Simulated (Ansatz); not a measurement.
The starting structures come from a database of crystals and need not be the phases stable at ambient conditions.

By PBEsol, the system below comes out a metal.

Crystal: Hf$_{2}$InC (P6_3/mmc, not sure to be the ambient phase, 8 atoms a cell, 17.5 Å³ an atom, -3 GPa at this level); planes in its conventional cell.

The numbers are results of PBEsol (plane waves, PAW; Ansatz, an electronic-structure program), not measurements.

Ballistic conductance counts the channels of both spins, as a mean over 0.1 eV about the Fermi level; spin-orbit coupling is left out.

```csv
plane,area (Å²),G/A (10¹⁵ S/m²)
(001),9.5,0.15
(100),48.9,(withheld)
(110),84.7,(withheld)
```

Task: Complete the blanks.

Result: 
- (100), G/A (10¹⁵ S/m²): 0.44
- (110), G/A (10¹⁵ S/m²): 0.41
